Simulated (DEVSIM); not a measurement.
Device: abrupt InP p-n junction, at 250 K.

Layer 1 from the left is InP, thickness (μm) 24.0, Na (cm⁻³) 1.1e17, τn (s) 8.9e-10, τp (s) 8.9e-10. Layer 2 from the left is InP, thickness (μm) 0.920, Nd (cm⁻³) 2.6e16, τn (s) 8.9e-10, τp (s) 8.9e-10.

Left contact: ohmic. Right contact: ohmic. Voltage is applied to the left contact. Recombination: SRH at mid-gap, radiative, Auger. Mobility is constant in doping.

This is a model device: material constants are rounded textbook-type values typed into the input, and sizes, dopings and lifetimes were drawn at random. Values at 300 K; Nc and Nv go as T^1.5, mobilities as T to minus their exponent, the gap by Varshni's rule with the affinity fixed.

InP: gap (eV) 1.344, affinity (eV) 4.38, permittivity 12.5, Nc (cm⁻³) 5.7e17, Nv (cm⁻³) 1.1e19, μn (cm²/Vs) 5200, μp (cm²/Vs) 170, T exponent of μn 2, T exponent of μp 2, B (cm³/s) 1.2e-10, Cn (cm⁶/s) 9e-31, Cp (cm⁶/s) 9e-31, Varshni α (eV/K) 0.000363, Varshni β (K) 162.

Question: Estimate by hand the built-in potential, the peak field at zero bias, the capacitance at -4 V, and compare with a numerical solution.

Answer: 
- Built-in potential: ni = √(Nc Nv) exp(−Eg/2kT) = 37600 cm⁻³ with Eg = 1.360 eV; Vbi = kT/q ln(Na Nd/ni²) = 1.206 V; numerical 1.206 V.
- Peak field at zero bias: depletion approximation: W = √(2εVbi/(qN)) = 0.281 μm with N = 2.10e16 cm⁻³; field = 2Vbi/W = 85700 V/cm; numerical 84100 V/cm (estimate above by 1.8 %).
- Capacitance at -4 V: C = √(qεN / 2(Vbi + |V|)) = 18.9 nF/cm²; numerical 19.0 nF/cm².

Simulated with DEVSIM: 1D drift-diffusion, Boltzmann statistics, complete ionisation; no tunnelling, impact ionisation, image-force lowering or self-heating.
